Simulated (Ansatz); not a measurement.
# Effect of biaxial strain +1.29 %, plane normal [111], relaxed out of plane on hypothetical zinc blende TiP

The reference is TiP in the zinc blende structure (space group F-43m, No. 216; a = 5.5538 Å; a hypothetical phase, not in the database extracts checked; relaxed with 0.1 eV smearing). Axes: x, y, z lie along the cube axes.

The change: tensile biaxial strain of 1.29 % in the plane normal to [111], as in epitaxy on a mismatched substrate; the out-of-plane cell vector and the atoms relax.

Method: PBE in Ansatz (plane waves to 420 eV, PAW, no spin-orbit coupling). Γ-centred 18×18×18 mesh, Fermi–Dirac width 0.1 eV.

```csv
quantity,base,changed,shift
volume per atom,21.41 Å³,21.44 Å³,+0.03 Å³
space group,F-43m (No. 216),R3m (No. 160),–
shortest interatomic distance,2.405 Å,2.401 Å,-0.004 Å
energy relative to the base (free energy F),0 meV/atom,+0.6 meV/atom,+0.6 meV/atom
"pressure (mean of the normal stresses, compression positive)",0.0 GPa,-0.2 GPa,-0.2 GPa
band gap,zero,zero,–
out-of-plane strain,–,-2.41 %,–
ratio −ε⊥/ε∥,–,1.87,–
mean in-plane stress (compression positive),–,-0.3 GPa,–
```

Final structure (turned so that z lies along the plane normal):

```xyz
2
Lattice="3.9778 0.0000 0.0000 1.9889 3.4448 0.0000 1.9889 -1.1483 3.1292" Properties=species:S:1:pos:R:3 pbc="T T T"
P      3.9778     2.2966     0.7553
Ti     0.0000     0.0000     0.0270
```

Whether these cells are dynamically stable was not tested. All final runs are without spin polarisation. An odd electron count without spin: TiP. TiP has a high density of states at the Fermi level and may be magnetic at this level.

Ansatz is a first-principles code.
